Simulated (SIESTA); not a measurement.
SIESTA run on ScV₂Ga₄ (P1, 7 atoms in the cell): self-consistent single point.

Computed with SIESTA with LDA PW92, numerical atomic orbitals TZP, PseudoDojo LDA standard norm-conserving potentials (rewritten from UPF to PSML).

The change in words: atoms moved at random. Reference geometry:
```xyz
7
Lattice="-3.2272 3.2272 2.5744 3.2272 -3.2272 2.5744 3.2272 3.2272 -2.5744" Properties=species:S:1:pos:R:3 pbc="T T T"
Sc     0.0000     0.0000     0.0000
V      0.0000     3.2272     1.2872
V      3.2272     0.0000     1.2872
Ga     1.9419     1.9419     0.0000
Ga     1.2853     1.2853     2.5744
Ga     1.2853    -1.2853     2.5744
Ga    -1.2853     1.2853     2.5744
```

Reference input (self-consistent single point, DFT, LDA PW92, numerical atomic orbitals TZP, PseudoDojo LDA standard norm-conserving potentials (rewritten from UPF to PSML)): XC.functional = LDA; XC.authors = PW92; potentials = PseudoDojo LDA standard; PAO.BasisSize = TZP; PAO.EnergyShift = 0.005 Ry; MeshCutoff = 300 Ry; kgrid.MonkhorstPack = 5 5 5; OccupationFunction = MP; OccupationMPOrder = 0; ElectronicTemperature = 580.23 K; MaxSCFIterations = 150; SCF.Mixer.Method = Broyden. This run's input differs from it in these lines:

```diff
@@ -19,9 +19,9 @@
 %block AtomicCoordinatesAndAtomicSpecies
-     0.000000000    0.000000000    0.000000000  1
-    -0.000000000    3.227165000    1.287207500  2
-     3.227165000    0.000000000    1.287207500  2
-     1.941914267    1.941914267   -0.000000000  3
-     1.285250733    1.285250733    2.574415000  3
-     1.285250733   -1.285250733    2.574415000  3
-    -1.285250733    1.285250733    2.574415000  3
+    -0.007900100    0.061277409   -0.006430889  1
+     0.002630139    3.181994371    1.286926889  2
+     3.214359609   -0.007093309    1.273969858  2
+     1.910972209    1.925965618    0.003212870  3
+     1.307017961    1.240331823    2.592376693  3
+     1.317651469   -1.285967164    2.573235918  3
+    -1.290401288    1.337821251    2.574368661  3
 %endblock AtomicCoordinatesAndAtomicSpecies
```

Log, with long lists cut:

```
        iscf     Eharris(eV)        E_KS(eV)     FreeEng(eV)     dDmax    Ef(eV) dHmax(eV)
   scf:    1   -13598.864790   -13640.535038   -13640.541643  1.541670 -5.667865  4.066427
   scf:    2   -13643.020166   -13642.073020   -13642.081052  0.292360 -6.033576  2.437505
   scf:    3   -13641.465980   -13642.196035   -13642.202722  0.163638 -6.082691  3.120870
   scf:    4   -13642.746914   -13642.695391   -13642.703160  0.090814 -6.205986  0.850154
   scf:    5   -13642.402905   -13642.634511   -13642.642123  0.079466 -6.242148  1.399361
   [... 2 lines left out ...]
   scf:    8   -13642.750511   -13642.750563   -13642.758236  0.001587 -6.256163  0.019260
   scf:    9   -13642.750573   -13642.750582   -13642.758265  0.000922 -6.256963  0.003686
   scf:   10   -13642.750586   -13642.750584   -13642.758267  0.000236 -6.257003  0.000956
   scf:   11   -13642.750584   -13642.750584   -13642.758267  0.000088 -6.257091  0.000405
SCF Convergence by DM+H criterion
max |DM_out - DM_in|         :     0.0000882199
max |H_out - H_in|      (eV) :     0.0004046290
SCF cycle converged after 11 iterations

Using DM_out to compute the final energy and forces

siesta: E_KS(eV) =           -13642.7506

siesta: E_KS - E_eggbox =    -13642.7506

siesta: Atomic forces (eV/Ang):
     1   -0.089617   -0.533390    0.018568
     2    0.153392    0.496232    0.066699
     3    0.333445   -0.011125    0.037686
     4    0.392985    0.169792   -0.047173
     5   -0.040454    0.500799   -0.041525
     6   -0.487763   -0.231069   -0.035250
     7   -0.260022   -0.393129    0.009906
   Tot    0.001967   -0.001889    0.008912
   Max    0.533390
   Res    0.278969    sqrt( Sum f_i^2 / 3N )
   Max    0.533390    constrained

   [... lines left out ...]
siesta: FreeEng =    -13642.758267
siesta: Cell volume =        107.245947 Ang**3
siesta:         -58.95513202        -77.26666300  kBar
   [... lines left out ...]

              2.002   0.067   0.065   0.003   0.065   0.075

mulliken: Qtot =       89.000

Mulliken Atomic Populations:
Atom #   charge [q] valence [e]  Species
     1     0.685844   10.314156  Sc
     2     0.565088   12.434912  V
     3     0.565293   12.434707  V
     4    -0.467822   13.467822  Ga
     5    -0.443034   13.443034  Ga
     6    -0.472284   13.472284  Ga
     7    -0.433086   13.433086  Ga
 Total    -0.000000
```

The run converged in 11 iterations. Against the reference run the free energy rises by 8.6 meV/atom, the pressure goes from -6.35 to -5.90 GPa and the largest force goes from 0.129 to 0.541 eV/Å.

The starting cell comes from a database of computed structures (which also holds hypothetical and non-ambient phases and stackings), without a prior relaxation at this level. For this run, on top of that: atoms moved at random. Spin polarisation is off. Values carry the incompleteness of an atom-centred basis. With a pressure of about -6 GPa the cell is away from its equilibrium volume at this level.

Cost on one core of a shared machine: roughly 2 min.
